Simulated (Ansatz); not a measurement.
# Y under a change: uniaxial strain ε_xx = −1.00 %

Consider Y in the hcp (Mg type) structure (space group P6_3/mmc, No. 194; a = 3.594 Å, c = 5.610 Å; relaxed with 0.1 eV smearing). Axes: x lies along a and z along c of the hexagonal cell.

Perturbation: the cell is compressed by 1.00 % along x with no lateral relaxation, atoms relaxed at fixed cell.

The values are results of Kohn–Sham DFT with the PBEsol functional, run in Ansatz (an electronic-structure program) with PAW and 420 eV plane waves, spin-orbit coupling left out, not measurements. Settings: 18×18×11 k-points, 0.1 eV Fermi–Dirac smearing.

```tsv
quantity	base	changed	shift
volume per atom	31.38 Å³	31.07 Å³	-0.31 Å³
space group	P6_3/mmc (No. 194)	Cmcm (No. 63)	–
shortest interatomic distance	3.489 Å	3.481 Å	-0.008 Å
energy relative to the base (free energy F)	0 meV/atom	+0.8 meV/atom	+0.8 meV/atom
pressure (mean of the normal stresses, compression positive)	0.0 GPa	0.4 GPa	+0.4 GPa
band gap	zero	zero	–
stress (xx, yy, zz, yz, xz, xy; compression positive)	–	(0.8, 0.3, 0.2, 0.0, 0.0, 0.0) GPa	–
```

Cost of the whole job for the changed cell (relaxation, final SCF and bands): roughly 50 core-seconds.

No phonon test of stability was made. The final runs are not spin-polarised.
